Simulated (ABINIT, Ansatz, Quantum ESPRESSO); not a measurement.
## Pt (Fm-3m, 1 atom in the cell) computed with different codes at matched settings

Self-consistent single point.

```
CELL_PARAMETERS angstrom
      0.00000     2.00312     2.00312
      2.00312     0.00000     2.00312
      2.00312     2.00312     0.00000
ATOMIC_POSITIONS crystal
  Pt 0.00000 0.00000 0.00000
```

Shared settings, as Ansatz (a program for electronic structure) writes them: kpoints.mp_grid.grid = 19 19 19; magnetization.spin_orbit = true; scf.occupations.method = fermi_dirac; scf.occupations.width = 0.0037 Ry. Potentials and cutoffs stand in the table.

| code | model | pressure (GPa) | cutoff |
|---|---|---|---|
| Quantum ESPRESSO | PBE, spin-orbit coupling, PseudoDojo fully relativistic norm-conserving (PBE) pseudopotentials | -5.67 | 85 Ry |
| Ansatz | PBE with spin-orbit coupling, PAW files | -5.96 | 30.9 Ry |
| ABINIT | PBE, spin-orbit coupling, norm-conserving pseudopotentials (PseudoDojo nc-fr-04 PBE standard) | -5.69 | 42 Ha |

The spread over the programs that give each value: pressure within 0.29 GPa.

Ansatz's pressure is given at a fixed set of plane waves, as the other plane-wave codes print theirs; with its correction for the finite basis it is -5.69 GPa (the shift of 0.27 GPa shows how far the cutoff is from converged).

The starting cell comes from a database of computed structures (which also holds hypothetical and non-ambient phases and stackings), without a prior relaxation at this level. Its lattice was rescaled by a random factor within 2.5 % of one.

Left out of this page: Elk, FLEUR and SIESTA (not drawn, or without a comparable value).

Keys are those of Ansatz 0.2.
